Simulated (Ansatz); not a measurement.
The structure below was relaxed with PBEsol-D3(BJ)/PAW in Ansatz (an electronic-structure program), no spin-orbit coupling, at pressure 3 GPa.

Space group P6₃/mmc (No. 194); a = 3.0853 Å, b = 3.0853 Å, c = 11.4561 Å, α = 90.00°, β = 90.00°, γ = 120.00°

| atom | site | symmetry | x | y | z |
|---|---|---|---|---|---|
| Mo | 2c | -6m2 | 0.3333 | 0.6667 | 0.2500 |
| S | 4f | 3m. | 0.6667 | 0.3333 | 0.1133 |

**Question.** Write out a cell with all atoms.

**Answer.** 
```cif
data_Mo2S4
_chemical_formula_sum 'Mo2 S4'
_space_group_name_H-M_alt 'P 1'
_space_group_IT_number 1
_cell_length_a 3.08533
_cell_length_b 3.08533
_cell_length_c 11.45606
_cell_angle_alpha 90.000
_cell_angle_beta 90.000
_cell_angle_gamma 120.000
loop_
_space_group_symop_operation_xyz
  'x, y, z'
loop_
_atom_site_label
_atom_site_type_symbol
_atom_site_fract_x
_atom_site_fract_y
_atom_site_fract_z
_atom_site_occupancy
Mo1 Mo 0.33333 0.66667 0.25000 1
Mo2 Mo 0.66667 0.33333 0.75000 1
S1 S 0.33333 0.66667 0.61332 1
S2 S 0.66667 0.33333 0.11332 1
S3 S 0.66667 0.33333 0.38668 1
S4 S 0.33333 0.66667 0.88668 1
```
This is the conventional cell.

Load acts through the strain it causes; cell and atoms are relaxed under it. Stability against distortions was not tested. The cell was made from MoS2 in the 2H-MoS2 type structure (space group P6_3/mmc, No. 194; layered, stacked along the Cartesian z axis) by this change: pressure 3 GPa.
